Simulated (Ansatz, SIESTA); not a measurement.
## Code comparison for GaSn₃ (P1, 4 atoms in the cell)

Self-consistent single point, at a second geometry (atoms moved at random). First geometry:

```xyz
4
Lattice="0.0000 3.7060 3.7060 3.7060 0.0000 3.7060 3.7060 3.7060 0.0000" Properties=species:S:1:pos:R:3 pbc="T T T"
Ga     0.0000     0.0000     0.0000
Sn     1.8530     1.8530     1.8530
Sn     5.5589     5.5589     5.5589
Sn     3.7060     3.7060     3.7060
```

Second geometry:
```
GaSn3
1.0
    0.00000     3.70595     3.70595
    3.70595     0.00000     3.70595
    3.70595     3.70595     0.00000
Ga Sn
1 3
Direct
  0.99976   0.99493   0.00754
  0.25625   0.25050   0.24365
  0.74740   0.75290   0.74520
  0.49659   0.50166   0.50361
```

Shared settings, as Ansatz (a first-principles code) writes them: kpoints.mp_grid.grid = 9 9 9; scf.occupations.method = fermi_dirac; scf.occupations.width = 0.136 eV. Potentials and cutoffs stand in the table.

| code | model | ΔF from the first geometry (meV/atom) | pressure (GPa) | largest force (eV/Å) | cutoff |
|---|---|---|---|---|---|
| Ansatz | LDA (PW92), PAW files made with PBE | 0.8 | -2.95 | 0.077 | 420 eV |
| SIESTA | LDA PW92, numerical atomic orbitals DZP, PseudoDojo LDA standard norm-conserving potentials (rewritten from UPF to PSML) | 1.6 | -3.29 | 0.124 | grid 350 Ry |

Size of the force on each atom (eV/Å): Sizes of forces hide their directions.

| code | Ga1 | Sn2 | Sn3 | Sn4 |
|---|---|---|---|---|
| Ansatz | 0.033 | 0.070 | 0.056 | 0.077 |
| SIESTA | 0.098 | 0.124 | 0.107 | 0.109 |

The spread over the programs that give each value: ΔF from the first geometry within 0.8 meV/atom; pressure within 0.34 GPa; largest force within 0.047 eV/Å.

SIESTA uses small atom-centred bases, whose incompleteness enters pressures, forces and empty levels differently from a plane-wave cutoff. Ansatz's pressure is given at a fixed set of plane waves, as the other plane-wave codes print theirs.

The starting cell comes from a database of computed structures (which also holds hypothetical and non-ambient phases and stackings), without a prior relaxation at this level. For this run, on top of that: atoms moved at random.

Keys are those of Ansatz 0.2.
